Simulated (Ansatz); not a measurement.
Input and output of a self-consistent single point for Ni2Ge (P3m1, 6 atoms in the cell) (Ansatz, a first-principles code).

Level of theory: PBEsol, default PAW files made with PBE (plane waves; Ansatz).

```yaml
crystal:
  lattice:
    - [3.99175, 0.00000, 0.00000]
    - [-1.99588, 3.45696, 0.00000]
    - [0.00000, 0.00000, 5.03895]
  atoms:
    - { symbol: Ni, position: [0.66667, 0.33333, 0.25992] }
    - { symbol: Ni, position: [0.33333, 0.66667, 0.75000] }
    - { symbol: Ni, position: [0.00000, 0.00000, 0.00000] }
    - { symbol: Ni, position: [0.00000, 0.00000, 0.50000] }
    - { symbol: Ge, position: [0.66667, 0.33333, 0.75000] }
    - { symbol: Ge, position: [0.33333, 0.66667, 0.25000] }
```

Reference input (self-consistent single point, DFT, PBEsol, plane waves, default PAW files made with PBE): basis.ecutwfc = 420 eV; kpoints.mp_grid.grid = 10 10 7; hamiltonian.xc = pbesol; hamiltonian.pseudopotentials = {kind: paw} (the program's default PAW files); scf.occupations.method = fermi_dirac; scf.occupations.width = 0.1 eV. This run's input differs from it in these lines:

Ansatz 0.2 input:
```diff
@@ -15,3 +15,3 @@
 kpoints:
-  mp_grid: { grid: [10, 10, 7] }
+  mp_grid: { grid: [15, 15, 11] }
 hamiltonian:
@@ -20,3 +20,3 @@
 scf:
-  occupations: { method: fermi_dirac, width: 0.1 }
+  occupations: { method: fermi_dirac, width: 0.05 }
 output:
```

Output, abridged:

```
SCF iter   1: F=—  HF=-31728.918473 eV  |F-HF|=—  |Δ(HF+E_count)|=         —  Δρ=2.25e-2  dr2=2.03e-1  ethr=1.77e-3  ⟨swp⟩=5.8  Hψ=48776  notcnv=0  defer=263
all-band conjugate gradients solve this SCF's bands
preconditioner: auto → Kerker (q_TF=auto, 2.899 Å⁻¹)
SCF iter   2: F=—  HF=-31728.890613 eV  |F-HF|=—  |Δ(HF+E_count)|=   2.79e-2  Δρ=6.30e-3  dr2=1.84e-2  ethr=2.03e-4  ⟨swp⟩=3.0  Hψ=31833  notcnv=0  defer=756
   [... lines left out ...]
SCF iter   5: F=—  HF=-31728.888042 eV  |F-HF|=—  |Δ(HF+E_count)|=   1.97e-6  Δρ=1.81e-4  dr2=1.12e-5  ethr=3.54e-8  ⟨swp⟩=2.0  Hψ=23655  notcnv=0  defer=756
SCF iter   6: F=—  HF=-31728.888042 eV  |F-HF|=—  |Δ(HF+E_count)|=   1.76e-7  Δρ=4.57e-5  dr2=1.31e-6  ethr=1.12e-8  ⟨swp⟩=2.2  Hψ=24385  notcnv=0  defer=756
SCF iter   7: F=—  HF=-31728.888042 eV  |F-HF|=—  |Δ(HF+E_count)|=   1.23e-7  Δρ=2.45e-5  dr2=3.98e-7  ethr=1.31e-9  ⟨swp⟩=2.0  Hψ=23472  notcnv=0  defer=756
SCF iter   8: F=-31728.888042 eV  HF=-31728.888042 eV  |F-HF|=2.41e-8  |Δ(HF+E_count)|=   6.02e-8  Δρ=6.20e-6  dr2=2.78e-8  ethr=1.00e-10  ⟨swp⟩=7.4  Hψ=67912  notcnv=0
SCF 1 converged in 8 iterations: F = -31728.888042 eV  dr2 = 2.78e-8
Free energy (F): -31728.888042 eV
Internal energy: -31728.856216 eV  (E = F + TS)
E sigma→0 (E₀):  -31728.872129 eV
Entropy (-TS):   -0.031826 eV (-5.304 meV/atom)
Fermi energy:    17.898704 eV
--- Forces (eV/Å), atoms counted from 1 ---
  atom   1  Ni     0.00000000    -0.00000000    -0.23421378
  atom   2  Ni    -0.00000000    -0.00000000     0.04271785
  atom   3  Ni     0.00000000    -0.00000000     0.05676802
  atom   4  Ni     0.00000000    -0.00000000     0.06129789
  atom   5  Ge     0.00000000     0.00000000     0.13674712
  atom   6  Ge     0.00000000     0.00000000    -0.06331798
--- Stress (GPa, compression-positive) ---
       -3.024300       0.000000      -0.000000
        0.000000      -3.024300      -0.000000
       -0.000000      -0.000000      -2.471444
  P = ⅓ Tr σ = -2.8400 GPa (-28.400 kbar)
  The stress holds the Pulay correction. Without it, at fixed plane waves, as pw.x and ABINIT print it: P = -2.8986 GPa
```

The run converged in 8 iterations. Against the reference run the free energy rises by 7.8 meV/atom, the pressure goes from -2.72 to -2.84 GPa and the largest force hardly changes (0.236 to 0.234 eV/Å).

The starting cell comes from a database of computed structures (which also holds hypothetical and non-ambient phases and stackings), without a prior relaxation at this level. Its lattice was rescaled by up to half a per cent. One atom was moved a little off its site on purpose. Spin polarisation is off. Ansatz's pressure includes its estimate of the finite-basis (Pulay) stress.

Cost on one core of a shared machine: roughly 2 min.
